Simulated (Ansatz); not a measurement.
Consider BaO in the rock salt structure (space group Fm-3m, No. 225; a = 5.5736 Å).

(Cell as relaxed with PBE.)

Levels (all Ansatz, a program for electronic structure, PAW): PBE (420 eV, spin-orbit coupling left out); PBEsol (420 eV, no spin-orbit coupling).

Each level relaxes its own structure.

```csv
quantity,PBE,PBEsol
volume per atom,21.64 Å³,___
lattice parameter a,5.574 Å,___
band gap,2.10 eV,___
gap character,direct at X,___
electron mass,"1.2 mₑ along k, 0.40 mₑ across",___
```

What does PBEsol give?


- volume per atom, PBEsol: 20.68 Å³
- lattice parameter a, PBEsol: 5.490 Å
- band gap, PBEsol: 1.84 eV
- gap character, PBEsol: direct at X
- electron mass, PBEsol: 1.2 mₑ along k, 0.38 mₑ across

PBE's volume per atom lies 0.96 Å³ above PBEsol's (4.6 %); PBE's lattice parameter a lies 0.084 Å above PBEsol's (1.5 %); PBE's band gap lies 0.26 eV above PBEsol's; the two agree on the gap character. Neither level is exact; PBEsol is the comparison here, not a measurement.

Effective masses come from finite differences of ±0.01 Å⁻¹. Along k means along the line from Γ to the band edge. Whether these cells are dynamically stable was not tested.
